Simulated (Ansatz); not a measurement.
An Ansatz (a quantum-chemistry and plane-wave program) input (DFT with r2SCAN, PAW potentials and a 500 eV plane-wave cutoff in Ansatz, no spin-orbit coupling):

Ansatz 0.2 input:
```yaml
crystal:
  lattice:
    - [0, 3.1698124906, 3.1698124906]
    - [3.1698124906, 0, 3.1698124906]
    - [3.1698124906, 3.1698124906, 0]
  atoms:
    - { symbol: Sr, position: [0, 0, 0] }
basis: { ecutwfc: 500, ecutrho_ratio: 4, xc_grid: 4, fft_grid_basis: typed }
kpoints: { mp_grid: { grid: [13, 13, 13] } }
hamiltonian:
  xc: r2scan
  dispersion: none
  pseudopotentials: { kind: paw }
scf: { occupations: { method: fermi_dirac, width: 0.05 }, convergence: { dr2_threshold: 0.0000000001 } }
relax: { f_tol: 0.005, max_steps: 50 }
output: { forces: true, stress: true }
checkpoint: { write: state.ck, write_every: 1000 }
```

**Question.** Which symmetry and how many k-points will the program report, and about how many plane waves at Γ?

**Answer.** Space group Fm-3m (ITA 225) with 48 operations, k-points 84 of 2197, and 1639 plane waves at Γ.

**Question.** And the final pressure?

**Answer.** -1.15 GPa (compression positive).

The cells carry an imposed strain or load. Stability against distortions was not tested. The cell was made from Sr in the fcc (Cu type) structure (space group Fm-3m, No. 225) by this change: isotropic strain +3.93 %.
